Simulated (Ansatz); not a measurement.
A user runs Ansatz (a program for electronic structure) on FeSi (P2_13, 8 atoms in the cell) and asks whether the run is sound. The aim is a self-consistent single point with DFT, PBEsol, plane waves, default PAW files made with PBE.

Cell that was meant: a = 4.4867 Å, b = 4.4867 Å, c = 4.4867 Å, α = 90.00°, β = 90.00°, γ = 90.00°.

Part of the input:

```yaml
  occupations:
    method: gaussian
    width: 0.1
  convergence:
    dr2_threshold: 1.0e-02 eV
output:
  forces: true
  eigenvalues: true
```

Output (repeated stretches shortened):

```
   [... lines left out ...]
PAW frozen core: Si, regenerated for the run's functional, and the local potential with it
Initial density: superposition of atomic densities (neutral atoms: chi_scale 0, normalization atom), corrected by the library's trained network
Initial wavefunctions: pseudopotential atomic-orbital guess
Eigensolver: davidson
Functional: x = pbesol(κ = 0.804, μ = 0.12345679012345678), c = pbesol(β = 0.046)
SCF iter   1: F=—  HF=-20286.345233 eV  |F-HF|=—  |Δ(HF+E_count)|=         —  Δρ=1.76e-2  dr2=1.49e-1  ethr=1.77e-3  ⟨swp⟩=6.2  Hψ=2004  notcnv=0
all-band conjugate gradients solve this SCF's bands
preconditioner: auto → Resta (q_TF=auto, 2.674 Å⁻¹)
SCF iter   2: F=—  HF=-20286.314999 eV  |F-HF|=—  |Δ(HF+E_count)|=   3.02e-2  Δρ=4.71e-3  dr2=1.05e-2  ethr=1.86e-4  ⟨swp⟩=2.8  Hψ=849  notcnv=0  defer=18
   [... lines left out ...]
iter 5 did not close the SCF: its close was put off for the readings that it lacked (scf_convergence_deferred on its scf_iter line)
SCF iter   5: F=-20286.312727 eV  HF=-20286.312729 eV  |F-HF|=2.30e-6  |Δ(HF+E_count)|=   6.35e-6  Δρ=8.02e-5  dr2=3.36e-6  ethr=5.94e-8  ⟨swp⟩=2.2  Hψ=715  notcnv=0  defer=18
SCF iter   6: F=-20286.312728 eV  HF=-20286.312728 eV  |F-HF|=9.94e-9  |Δ(HF+E_count)|=   1.03e-6  Δρ=1.47e-5  dr2=1.55e-7  ethr=4.20e-9  ⟨swp⟩=6.1  Hψ=1568  notcnv=0
SCF 1 converged in 6 iterations: F = -20286.312728 eV  dr2 = 1.55e-7
Free energy (F): -20286.312728 eV
Internal energy: -20286.291031 eV  (E = F + TS)
E sigma→0 (E₀):  -20286.301880 eV
Entropy (-TS):   -0.021697 eV (-2.712 meV/atom)
Fermi energy:    16.121089 eV
--- Forces (eV/Å), atoms counted from 1 ---
  atom   1  Fe     0.11497465    -0.11497465     0.11497465
  atom   2  Fe    -0.11497465     0.11497465     0.11497465
  atom   3  Fe     0.11497465     0.11497465    -0.11497465
  atom   4  Fe    -0.11497465    -0.11497465    -0.11497465
  atom   5  Si     0.06823299    -0.06823299     0.06823299
  atom   6  Si    -0.06823299     0.06823299     0.06823299
  atom   7  Si     0.06823299     0.06823299    -0.06823299
  atom   8  Si    -0.06823299    -0.06823299    -0.06823299
--- Stress (GPa, compression-positive) ---
      -12.460147       0.000000      -0.000000
        0.000000     -12.460147       0.000000
       -0.000000      -0.000000     -12.460147
  P = ⅓ Tr σ = -12.4601 GPa (-124.601 kbar)
  The stress holds the Pulay correction. Without it, at fixed plane waves, as pw.x and ABINIT print it: P = -12.5349 GPa
```

Is this run sound? If not, what is wrong?

The compared values did not move, but the log warns. The input holds a convergence threshold that is too loose, which can do harm: a loop that stops early leaves an energy error of second order in the density error, but errors of first order in forces and stress. The run converged in 6 iterations, and against the sound input the free energy is nearly the same (within 1 meV/atom), the pressure stays at -12.46 GPa and the largest force stays at 0.199 eV/Å. The full log also holds (shortened here): “iter 3 did not close the SCF: its close was put off for the readings that it lacked (scf_convergence_deferred on its scf_iter line)” and “iter 4 did not close the SCF: its close was put off for the readings that it lacked (scf_convergence_deferred on its scf_iter line)”.

An input that runs soundly differs in these lines (not the only fix; some lines may just follow from the change or write a value another way):
```diff
-  convergence:
-    dr2_threshold: 1.0e-02 eV
```

With that input, the run converged in 7 iterations: free energy E − TS (on the zero of these files) -20286.3127 eV; pressure -12.46 GPa; largest force (vector length) 0.199 eV/Å (DFT, PBEsol, plane waves, default PAW files made with PBE).

On the sound input: the starting cell comes from a database of computed structures (which also holds hypothetical and non-ambient phases and stackings), without a prior relaxation at this level. Its lattice was rescaled by a random factor within 2.5 % of one. Spin polarisation is off. With a pressure of about -12 GPa the cell is away from its equilibrium volume at this level. Ansatz's pressure includes its estimate of the finite-basis (Pulay) stress.

Keys are those of Ansatz 0.2.
